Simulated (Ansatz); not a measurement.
**CsSnI3: uniaxial strain ε_zz = −2.40 %**

Start from CsSnI3 in the cubic perovskite structure (space group Pm-3m, No. 221; a = 6.031 Å). Axes: x, y, z lie along the cube axes.

Modification: uniaxial strain ε_zz = −2.40 %, all other strain components held at zero, atoms relaxed at fixed cell.

Calculations: LDA in Ansatz (plane waves to 420 eV, PAW, no spin-orbit coupling). k-mesh 8×8×8 (Γ-centred); smearing 0.05 eV (Fermi–Dirac).

The volume per atom falls by 1.05 Å³ (43.86 Å³ → 42.81 Å³) and the space group becomes P4/mmm (No. 123) (base: Pm-3m (No. 221)). The energy goes up by 4.6 meV/atom and the pressure (mean of the normal stresses, compression positive) goes from zero to 0.6 GPa. The band gap stays zero and the stress (xx, yy, zz, yz, xz, xy; compression positive) comes out as (0.1, 0.1, 1.5, 0.0, 0.0, 0.0) GPa (rough).

Cost of the whole job for the changed cell (relaxation, final SCF and bands): around 90 core-seconds (rough).

Without a gap, meshes like the base's 8×8×8 leave anisotropic stresses uncertain by several tenths of a GPa, and small strain energies with them. Spin-orbit coupling, missing from the scalar runs, can matter with I. Stability against distortions was not tested. All final runs are without spin polarisation. Many cubic perovskites are stable only at high temperature; tilts and polar distortions were not tested. A zero or small gap of CsSnI3 can be the functional's error rather than a property of the material.

Ansatz is an electronic-structure program.
